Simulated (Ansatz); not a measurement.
Results of PBEsol (Ansatz, a quantum-chemistry and plane-wave program, PAW) for PbZrO3 (Amm2, No. 38, 5 atoms in the cell; start mp-20337; a measured phase of this formula has another space group).

Settings: plane-wave cutoff 500 eV, 10×10×10 k mesh, gaussian smearing 0.02 eV, scalar-relativistic PAW data made under PBE.

Cell (relaxed at this level):

```cif
data_O6Pb2Zr2
_chemical_formula_sum 'Zr2 Pb2 O6'
_space_group_name_H-M_alt 'Amm2'
_space_group_IT_number 38
_space_group_name_Hall 'A 2 -2'
_cell_length_a 4.11453
_cell_length_b 5.86200
_cell_length_c 5.99624
_cell_angle_alpha 90.000
_cell_angle_beta 90.000
_cell_angle_gamma 90.000
loop_
_atom_site_label
_atom_site_type_symbol
_atom_site_symmetry_multiplicity
_atom_site_Wyckoff_symbol
_atom_site_fract_x
_atom_site_fract_y
_atom_site_fract_z
_atom_site_occupancy
Zr1 Zr 2 b 0.50000 0.50000 0.00760 1
Pb1 Pb 2 a 0.00000 0.00000 0.95024 1
O1 O 4 e 0.50000 0.26621 0.29559 1
O2 O 2 a 0.00000 0.00000 0.55798 1
```
(The calculation used a cell of 5 atoms; values per cell refer to that cell.)

Task: Give the computed band gap.

Result: 
band gap: 2.59 eV (on the SCF k mesh)

Note: the relaxation could not lower the start's symmetry, so the cell can be a saddle point above a distorted one.

Spin–orbit coupling is not included; with these elements it can move the gap by several tenths of an eV or more.

A start named mp-… is a Materials Project structure, which need not be a measured phase.
